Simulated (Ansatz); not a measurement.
ZnS: pressure series

The parent structure is ZnS in the zinc blende structure (space group F-43m, No. 216).

Space group F-43m (No. 216); a = 5.3567 Å, b = 5.3567 Å, c = 5.3567 Å, α = 90.00°, β = 90.00°, γ = 90.00°

```json
[
 {"atom": "S", "site": "4c", "symmetry": "-43m", "x": "0.2500", "y": "0.2500", "z": "0.2500"},
 {"atom": "Zn", "site": "4a", "symmetry": "-43m", "x": "0.0000", "y": "0.0000", "z": "0.0000"}
]
```
(The calculation used a cell of 2 atoms; values per cell refer to that cell.)

Cell and atoms are relaxed at each pressure.

Level of theory: PBEsol (Ansatz, a first-principles code, PAW, no spin-orbit coupling).

Candidates:
(a) pressure 30 GPa
(b) pressure 1.8 GPa
(c) pressure −1 GPa

Base values:

| Quantity | Result |
|---|---|
| Band gap | 2.09 eV |

Q: Order them by band gap, highest first.

A: (a) pressure 30 GPa (2.54 eV), (b) pressure 1.8 GPa (2.18 eV), (c) pressure −1 GPa (2.03 eV)

Load acts through the strain it causes; cell and atoms are relaxed under it. Stability against distortions was not tested. Measured, ZnS leaves this structure (for rock salt) near 14.7 GPa (temperature not stated; as listed in Datta, Sujoy, Jana, Debnarayan, arXiv (2020)), on rising pressure, with hysteresis.
